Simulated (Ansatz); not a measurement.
Effect of Cr → In on Cr

Take Cr in the bcc (W type) structure (space group Im-3m, No. 229; a = 2.831 Å; non-magnetic) as the base.

The change: In takes the place of Cr on all its sites, then cell and atoms are relaxed.

Level of theory: Ansatz (a quantum-chemistry and plane-wave program), r2SCAN, PAW, cutoff 500 eV, scalar-relativistic without spin-orbit coupling, earlier PAW set. Settings: 17×17×17 k-points, 0.05 eV Fermi–Dirac smearing, for the changed cell.

```csv
quantity,base,changed,shift
volume per atom,11.34 Å³,26.66 Å³,+15.32 Å³
density,7.61 g/cm³,7.15 g/cm³,-0.46 g/cm³
lattice parameter a,2.831 Å,3.764 Å,+0.933 Å
shortest interatomic distance,2.452 Å,3.260 Å,+0.808 Å
band gap,zero,zero,–
```

Cost of the whole job for the changed cell (relaxation, final SCF and bands): roughly 80 core-seconds.

Whether these cells are dynamically stable was not tested. For In in this form, whether it has been made was not checked. Seeded moments were not kept for the base. All final runs are without spin polarisation. Real Cr is antiferromagnetic at low temperature and ambient pressure, an order that this cell doesn't hold. This is not the structure that In has at room temperature and ambient pressure.
